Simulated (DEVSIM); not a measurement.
# isotype n-n heterojunction In0.49Ga0.51P/GaAs

System: isotype n-n heterojunction In0.49Ga0.51P/GaAs, at 300 K.

```
layer (left to right)       material  thickness (μm)  Nd (cm⁻³)  τn (s)  τp (s)
---------------------  -------------  --------------  ---------  ------  ------
1                      In0.49Ga0.51P           0.250       2e16   3e-10   3e-10
2                               GaAs           0.770     3.3e15   3e-10   3e-10
```

Left contact: ohmic. Right contact: ohmic. Voltage is applied to the left contact. Recombination: SRH at mid-gap. Mobility is μmin + (μ − μmin)/(1 + (N/Nref)^α).

This is a model device: material constants are rounded textbook-type values typed into the input, and sizes, dopings and lifetimes were drawn at random. Values at 300 K.

```csv
parameter,In0.49Ga0.51P,GaAs
gap (eV),1.89,1.424
affinity (eV),4,4.07
permittivity,11.8,12.9
Nc (cm⁻³),9e17,4.7e17
Nv (cm⁻³),1.3e19,9e18
μn (cm²/Vs),1500,8500
μp (cm²/Vs),80,400
"μn,min",400,500
"μp,min",15,20
"Nref,n",2e16,6e16
"Nref,p",1.5e17,1.5e17
αn,0.7,0.39
αp,0.8,0.38
```

Simulated with DEVSIM: 1D drift-diffusion, Boltzmann statistics, complete ionisation; no tunnelling, impact ionisation, image-force lowering or self-heating. Band offsets follow the typed affinities; no thermionic-emission limit at abrupt steps, no polarisation charge.

The potential step across the device at zero bias is 0.100 V.

Dark forward current:

```csv
V (V),J (A/cm²)
0.05,1600
0.20,6400
0.35,11000
0.50,16000
0.65,21000
0.80,26000
0.95,30000
1.10,35000
1.25,40000
1.40,45000
1.55,50000
1.70,55000
1.85,59000
2.00,64000
```
